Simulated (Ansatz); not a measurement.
Consider BAs in the zinc blende structure (space group F-43m, No. 216; a = 4.784 Å).

One thing is altered: Ga takes the place of B on all its sites, then cell and atoms are relaxed.

Levels (all Ansatz, an electronic-structure program, PAW): r2SCAN (500 eV, scalar-relativistic without spin-orbit coupling); HSE06+SOC (420 eV, spin-orbit coupling included).

The geometry is relaxed with r2SCAN.

| Property | Value |
|---|---|
| r2SCAN lowest conduction level above the VBM at special points | Γ 0.96 eV; L 1.35 eV; X 1.78 eV |
| r2SCAN valence-band top at Γ | 0.00, 0.00, 0.00 eV |

Q: Predict the lowest conduction level above the VBM at special points and valence-band top at Γ from HSE06+SOC.

A: The lowest conduction level above the VBM at special points goes from Γ 0.96 eV; L 1.35 eV; X 1.78 eV to Γ 1.24 eV; L 1.62 eV; X 1.95 eV; the valence-band top at Γ (three highest Kramers pairs, from the VBM) becomes 0.00, 0.00, -0.36 eV (r2SCAN: 0.00, 0.00, 0.00 eV). The threefold valence maximum splits by Δso ≈ 0.36 eV.

Single points use the geometry relaxed with r2SCAN. Differences between runs with and without spin-orbit coupling are approximate. The levels and masses belong to the bands next to the band gap. Stability against distortions was not tested.
